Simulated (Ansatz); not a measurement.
Abridged Ansatz (a program for electronic structure) output:

```
Relaxation: its limit of steps is 50 (relax.max_steps)
Pseudopotential: Hf, paw, valence charge 26
Pseudopotential: S, paw, valence charge 6
Crystal: 3 atoms, lattice volume = 61.235 Å³
Basis set: ecut = 420 eV, 1153 PW (Γ), exchange–correlation on 48×48×80 points (8 copies of the dense FFT grid, shifted against one another)
Bands: 23, of which v1, the nominal top of the filled ones, is band 19 counted from 1 (18 counted from 0)
Symmetry: 12 space group operations
k-points: 84 of 726
Functional: x = pbesol(κ = 0.804, μ = 0.12345679012345678), c = pbesol(β = 0.046)
SCF iter   1: F=—  HF=-17373.550492 eV  |F-HF|=—  |Δ(HF+E_count)|=         —  Δρ=5.42e-3  dr2=3.18e-2  ethr=1.77e-3  ⟨swp⟩=5.4  Hψ=8164  notcnv=0
SCF iter   2: F=—  HF=-17373.544057 eV  |F-HF|=—  |Δ(HF+E_count)|=   6.43e-3  Δρ=1.89e-3  dr2=2.45e-3  ethr=8.38e-5  ⟨swp⟩=1.7  Hψ=2783  notcnv=0
SCF 1 converged in 7 iterations: F = -17373.543886 eV  dr2 = 3.85e-8
relax step   1: F+E_penalty+E_count = -17373.54388580 eV  Δ(F+E_penalty+E_count) = +0.000e0 eV  max|allowed force component| = 6.232e-2 eV/Å  Δτ_max = 0.0000 Å  P = -0.854 GPa  Ω = 61.235 Å³  fix = [a, b, gamma]  reactions: a -1.110, b -1.110 GPa  (7 SCF iters, dr2 threshold 1.00e-7 eV, accepted)
[... steps on the carried basis left out ...]
relax step   3: F+E_penalty+E_count = -17373.54417385 eV  Δ(F+E_penalty+E_count) = -2.880e-4 eV  max|allowed force component| = 2.439e-4 eV/Å  Δτ_max = 0.0055 Å  P = -0.580 GPa  Ω = 61.280 Å³  energy of the carried Pulay correction = -7.154e-6 eV  fix = [a, b, gamma]  reactions: a -0.868, b -0.868 GPa  (9 SCF iters, accepted)
Crystal: 3 atoms, lattice volume = 61.280 Å³
SCF iter   1: F=—  HF=-17373.544202 eV  |F-HF|=—  |Δ(HF+E_count)|=         —  Δρ=1.18e-6  dr2=6.84e-10  ethr=2.55e-7  ⟨swp⟩=3.0  Hψ=13076  notcnv=0
SCF iter   2: F=—  HF=-17373.544179 eV  |F-HF|=—  |Δ(HF+E_count)|=   2.30e-5  Δρ=5.82e-7  dr2=2.72e-10  ethr=1.80e-12  ⟨swp⟩=3.9  Hψ=5680  notcnv=0
SCF 4 converged in 6 iterations: F = -17373.544179 eV  dr2 = 4.46e-13
SCF converged after 6 iterations
Free energy (F): -17373.544179 eV
Internal energy: -17373.544118 eV  (E = F + TS)
E sigma→0 (E₀):  -17373.544148 eV
Entropy (-TS):   -0.000061 eV (-0.020 meV/atom)
Fermi energy:    10.936930 eV
  E_disp       = -1.002537  (pairwise vdW)
--- Forces (eV/Å), atoms counted from 1 ---
  atom   1  Hf    -0.00000000     0.00000000     0.00000000
  atom   2  S     -0.00000000     0.00000000    -0.00024656
  atom   3  S      0.00000000    -0.00000000     0.00024656
--- Stress (GPa, compression-positive) ---
       -0.868062       0.000000       0.000000
        0.000000      -0.868062      -0.000000
        0.000000      -0.000000      -0.002605
  P = ⅓ Tr σ = -0.5796 GPa (-5.796 kbar)
--- Relaxed structure (3 steps of the walk, 2 accepted, 1 SCFs on fresh bases) ---
  cell:  # Å, volume = 61.2802 Å³
    - [3.5652030949379303, -2.8867500281434643e-11, 1.6795095713903434e-19]
    - [1.7826015474939652, 3.087556449852718, 2.519264357073742e-19]
    - [2.620595350867087e-19, 3.026002862449665e-19, 5.566994838209183]
  atoms:
    - { symbol: Hf, position: [-1.3869883617710699e-34, 2.235181470990355e-34, 1.1591269220898192e-69] }
    - { symbol: S, position: [0.6666666666666667, 0.6666666666666666, 0.2609090666352843] }
    - { symbol: S, position: [0.33333333333333337, 0.3333333333333333, 0.7390909333647159] }
```

Q: What was computed, and what are the main results?

A: HfS2, 3 atoms in the cell, with Kohn–Sham DFT with the PBEsol-D3(BJ) functional, run in Ansatz with PAW and 420 eV plane waves, scalar-relativistic without spin-orbit coupling. The last SCF converged to F = -17373.544179 eV, or -5791.1814 eV per atom, at a pressure of -0.58 GPa. The total energy compares only with runs of the same code, potentials and settings.

Spin-orbit coupling, missing from the scalar runs, can matter with Hf. The cells carry an imposed strain or load. Stability against distortions was not tested. The cell was made from HfS₂ in the CdI2 type structure (space group P-3m1, No. 164; layered, stacked along the Cartesian z axis) by this change: biaxial strain +0.50 %, plane normal [001], relaxed out of plane.

Keys are those of Ansatz 0.2.
